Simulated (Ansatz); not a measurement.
An armchair MoS2 nanoribbon, N = 7, bare edges, relaxed period 5.460 Å, atoms relaxed at each strain.

```csv
strain,energy (meV a period),axial force (nN)
-0.015,+39.7,-1.56
+0.015,+37.5,+1.46
```

Method: PBE (plane waves to 420 eV, PAW; Ansatz, a first-principles code). Mesh 1×1×6. No spin polarisation, so a magnetic state wasn't tested. It repeats along c; a and b span vacuum. An idealised model, cut from the flat sheet. It keeps the symmetry and period of its start, so it need not be a minimum against all distortions. Values not marked SOC lack spin–orbit coupling. Buckling under compression is shut out by symmetry and the short period. Energies are free energies at a Fermi–Dirac width of 0.02 eV, from the unstrained cell.

Problem. Work out the axial stiffness dF/dε in two ways.

Solution. From the forces: (+1.46 − (-1.56))/0.030 = 101 nN. From the energies: (E₊ + E₋)/(ε² c) = 0.0772 eV/(0.015² × 5.460 Å) = 62.8 eV/Å = 101 nN. The two agree to within 1 %.
